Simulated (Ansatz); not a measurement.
The starting structures come from a database of crystals and need not be the phases stable at ambient conditions.

Input:

```
Al4C3
1.0
    3.33303     0.00000     0.00000
    0.00000    24.91563     0.00000
    1.66652     8.30521     0.96216
Al C
4 3
Direct
  0.00000   0.13012   0.00000
  0.00000   0.86988   0.00000
  0.00000   0.29351   0.00000
  0.00000   0.70649   0.00000
  0.00000   0.21672   0.00000
  0.00000   0.78328   0.00000
  0.00000   0.00000   0.00000
```

Space group of this cell: R-3m. The cell is taken as given; by r2SCAN its mean pressure is 0.6 GPa.

Transport runs along the normal of the first two printed cell vectors, the (100) plane of the conventional cell.

No gap correction and no spin-orbit coupling; mid-gap values are interpolated between computed energies.

Task: Compute, with r2SCAN run with Ansatz (a first-principles code), the band gap and the smallest decay constant κ at mid-gap.

Result: Gap 1.70 eV on a 30×30×30 mesh; κ = 0.193 1/Å, at (0.500, 0.500) of the in-plane reciprocal vectors. At the zone centre, at the nearest computed energy, the slowest state has κ = 0.22 1/Å.
